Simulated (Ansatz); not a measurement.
```yaml
crystal:
  lattice:
    - [6.15133, 0.00000, 0.00000]
    - [3.07566, 5.77748, 0.00000]
    - [0.00000, 0.00000, 21.85860]
  atoms:
    - { symbol: Lu, position: [0.59295, 0.14744, 0.36599] }
    - { symbol: Lu, position: [0.03323, 0.60020, 0.40428] }
    - { symbol: Lu, position: [0.14018, 0.05297, 0.44257] }
    - { symbol: Lu, position: [0.58047, 0.50574, 0.48085] }
    - { symbol: Lu, position: [0.68742, 0.95850, 0.51915] }
    - { symbol: Lu, position: [0.12770, 0.41127, 0.55743] }
    - { symbol: Lu, position: [0.23465, 0.86403, 0.59572] }
    - { symbol: Lu, position: [0.67493, 0.31680, 0.63401] }
```

Method of the run: LDA (PW92), harder PAW files (source: ansatz) made with PBE (plane waves; Ansatz, a program for electronic structure).

The set-up and first iterations of an Ansatz log for the (111) slab of Lu (cut from a parent of space group no. 194; 8 atoms in the cell):

```
WARN basis.ecutwfc = 270 eV is below the records' recommended cutoff, and the density's cutoff is lower with it unless basis.ecutrho_ratio is high enough to …
WARN ansatz: RAYON_NUM_THREADS=1 ignored (pool sized by the plan → 1); use --threads N
Pseudopotentials: kind: paw
Pseudopotential: Lu, paw, valence charge 25
Crystal: 8 atoms, lattice volume = 776.836 Å³
Basis set: ecut = 270 eV, 7857 PW (Γ)
Bands: 120, of which v1, the nominal top of the filled ones, is band 100 counted from 1 (99 counted from 0)
Symmetry: 1 space group operations
k-points: 7 of 12 (time reversal used)
PAW frozen core: Lu, regenerated for the run's functional, and the local potential with it
Initial density: superposition of atomic densities (neutral atoms: chi_scale 0, normalization atom)
Initial wavefunctions: pseudopotential atomic-orbital guess
Eigensolver: davidson
Functional: x = slater, c = lda
SCF iter   1: F=—  HF=-115018.480787 eV  |F-HF|=—  |Δ(HF+E_count)|=         —  Δρ=1.26e0  dr2=9.64e3  ethr=3.10e-3  p=0.000 e·Å  D=6.86e-11 V/Å  ΔV_dip=-0.00 eV  dr2_dipole=2.96e-6  V_vac-E_F(+/−)=-2.08/-2.08 eV  ⟨swp⟩=13.4  Hψ=5588  notcnv=0
all-band conjugate gradients solve this SCF's bands
efield: sawtooth ramp at fractional position 0.9500 (placed from the atoms, in the widest stretch of the axis that holds none …
preconditioner: auto → LDOS
WARN: iter 1: the vacuum level on the + side of the slab (outward normal along +`efield.axis`) lies 2.08 eV below the Fermi level, so electrons leave the slab …
   [... lines left out ...]
```

How does the run end?

The run converged in 37 iterations. Convergence of the loop says nothing yet on basis, mesh or lower states. It ends on: free energy E − TS (on the zero of these files) -114379.1773 eV; Fermi level (on the code's own zero) -0.19 eV; largest force (vector length) 4.984 eV/Å. The log goes on:

```
   [... lines left out ...]
WARN: efield: at this solve's end the planar-averaged density reaches 7.20e-4 e/Å³ inside the ramp window [0.9043, 0.0957] (bound 1e-5 e/Å³) …
SCF 1 converged in 37 iterations: F = -114379.177287 eV  dr2 = 5.65e-8
Stability not checked (fill_not_monotonic)
Free energy (F): -114379.177287 eV
Internal energy: -114379.187035 eV  (E = F + TS)
E sigma→0 (E₀):  -114379.180536 eV
Entropy (-TS):   0.009748 eV (1.219 meV/atom)
Fermi energy:    -0.188281 eV
Dipole field:    D = 0.000040 V/Å  (p = 0.000171 e·Å, saw-weighted, corrected)
Work function:   Φ+ = withheld (plateau slope 2.5e-1 eV/Å)   Φ− = withheld (plateau slope 2.5e-1 eV/Å)
Levels:          The Fermi level and band energies are counted from a zero that moves with the ramp; work functions are not
Vacuum region:   at the solve's end the planar-averaged density reaches 7.20e-4 e/Å³ inside the ramp window [0.9043, 0.0957] (bound 1e-5 e/Å³)
--- Forces (eV/Å), atoms counted from 1 ---
  atom   1  Lu     0.33720854    -1.18913084     3.01284581
  atom   2  Lu    -1.09849908    -2.43297781     1.44565381
  atom   3  Lu     0.18586251     1.93647932     0.15272585
  atom   4  Lu     1.78449035    -4.56437960    -0.90119644
  atom   5  Lu    -1.78700596     4.56358098     0.90418569
  atom   6  Lu    -0.18515167    -1.93302255    -0.15518111
  atom   7  Lu     1.09959600     2.42936296    -1.44759875
  atom   8  Lu    -0.33652415     1.19044281    -3.01132095
```

For comparison: a first run was changed to give this one (basis.ecutwfc: 680 eV → 270 eV), and from it to this one the free energy goes up by 209 eV/atom and the largest force goes from 0.908 to 4.984 eV/Å.

The starting cell comes from a database of computed structures (which also holds hypothetical and non-ambient phases and stackings), without a prior relaxation at this level. The slab is cut from that crystal, and its faces are unrelaxed. Its lattice was rescaled in the plane by a random factor within 2.5 % of one. Spin-orbit coupling is off. Forces in this geometry exceed 1 eV/Å. The cutoff lies below the one recommended for these files.

The run was DFT, LDA (PW92), plane waves, harder PAW files (source: ansatz) made with PBE. Main settings of its input:

| key | value |
|---|---|
| basis.ecutwfc | 270 eV |
| kpoints.mp_grid.grid | 4 3 1 |
| hamiltonian.xc | lda |
| hamiltonian.pseudopotentials | {kind: paw, source: ansatz} |
| scf.occupations.method | cold |
| scf.occupations.width | 0.136 eV |
| efield.axis | 3 |
| efield.dipole_correction | true |

Keys are those of Ansatz 0.2.
